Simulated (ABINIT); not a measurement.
Band structure of TiO (P-6m2, 2 atoms in the cell).

```yaml
crystal:
  lattice:
    - [2.82253, 0.00000, 0.00000]
    - [-1.41126, 2.44438, 0.00000]
    - [0.00000, 0.00000, 2.83628]
  atoms:
    - { symbol: Ti, position: [0.66667, 0.33333, 0.00000] }
    - { symbol: O, position: [0.00000, 0.00000, 0.50000] }
```

Method of the run: PBEsol, norm-conserving pseudopotentials (PseudoDojo nc-sr-04 PBEsol standard) (plane waves; ABINIT).

Settings: pseudos = [Ti.upf, O.upf]; ecut = 42 Ha; ixc = -116133; occopt = 3; tsmear = 0.00367493 Ha; ngkpt = 13 13 12; nshiftk = 1; shiftk = 0 0 0; potentials = PseudoDojo nc-sr-04 PBEsol standard; kptopt = 1; nstep = 80; tolvrs1 = 1e-11; ndtset = 2.

The starting cell comes from a database of computed structures (which also holds hypothetical and non-ambient phases and stackings), without a prior relaxation at this level. Its lattice was rescaled by a random factor within 2.5 % of one. Spin polarisation is off, so a magnetic state, if there is one, cannot be reached.

Levels in eV from the Fermi level, bands 6 to 13:
```
point      6      7      8      9    10    11    12    13
-----  -----  -----  -----  -----  ----  ----  ----  ----
Γ      -5.57  -5.57  -5.40  -2.91  1.52  1.66  1.66  2.09
M      -8.91  -6.44  -5.34  -2.41  1.61  1.98  2.73  2.96
K      -7.91  -7.32  -6.45  -0.19  0.53  0.86  1.23  3.75
A      -9.26  -5.22  -5.22   0.04  0.04  0.79  1.89  1.89
L      -7.95  -7.83  -6.53  -0.74  1.72  2.94  3.02  3.50
H      -8.59  -7.74  -6.25  -0.29  1.86  2.73  3.36  3.72
```

Bands cross the Fermi level along this path, so the cell is metallic at this level.
